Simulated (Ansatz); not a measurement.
LiCl: energy against volume

LiCl (rock salt, Fm-3m, 17.078 Å³/atom and stress up to 0.01 GPa in the relaxed cell, cube axes along x, y and z) under an equal strain ε along all three axes. PBE in Ansatz, a plane-wave DFT program (PAW, default set), 420 eV, 11×11×11 Γ-centred mesh, Fermi-Dirac smearing 0.05 eV; ions are relaxed, or left where forces stay under 0.02 eV/Å, within the symmetry of each cell.

Here V stands for volume and E for E less E0.

| volume (Å³/atom) | E less E0 (meV/atom) | pressure (GPa) |
|---|---|---|
| 16.0733 | 6.53 | 2.20 |
| 16.3205 | 3.61 | 1.59 |
| 16.5703 | 1.58 | 1.02 |
| 16.8227 | 0.39 | 0.49 |
| 17.0776 | 0.00 | 0.00 |
| 17.3350 | 0.37 | -0.46 |
| 17.5950 | 1.47 | -0.89 |
| 17.8576 | 3.26 | -1.29 |
| 18.1228 | 5.71 | -1.66 |
| 18.6611 | ? | ? |

Fit E of the 9 rows that show it with the third-order Birch-Murnaghan form, a cubic in V^(-2/3). With u = V^(-2/3) - 0.151, the rows have u = 0.006011, 0.004421, 0.002856, 0.001313, -0.000207, -0.001703, -0.003178, -0.004630, -0.006062. Least squares gives E = 0.006 + 70.8·u + 167826·u² + 153968·u³. Residuals (row less fit): 0.001, -0.003, -0.001, 0.001, 0.001, -0.001, -0.001, -0.001, 0.000; standard error 0.002 (degrees of freedom: 5). Its minimum lies at u = -0.000211, so V0 = (0.150789)^(-3/2) = 17.08. There d²E/du² = 335500 and d³E/du³ = 923800, so B0 = (4/9) × 17.08^(-7/3) × 335500 × 0.160218 = 31.8 GPa (the last factor turns the table's units into GPa), and B0' = 4 + (2/3) × 0.150789 × (923800)/335500 = 4.3. B0' rests on the cubic coefficient alone and has a standard error of 0.1 from these residuals.

Problem. What does the fit predict for E at V = 18.6611, and how far is the calculated value from it?

Solution. u = -0.008863, so E = 0.006 + 70.8 × (-0.008863) + 167826 × (-0.008863)² + 153968 × (-0.008863)³ = 12.455 meV/atom. The calculation gives 12.44 meV/atom, 0.015 meV/atom below the prediction (0.1 % of the range of E in the table). The row lies outside the fitted rows, so this is an extrapolation. The scatter of the fitted rows lies at the last printed digit.

Other structures, which can take over under pressure, weren't tried. The same form fitted to the pressure column gives B0' = 4.3; series where the two differ by over 0.4 aren't shown. Rows are the converged runs of the series near zero and its far end, less any whose ions stayed unrelaxed beside relaxed ones; series whose fitted rows scatter by over a few per cent of the range, as at a crossing or softening among them, aren't shown in this form.
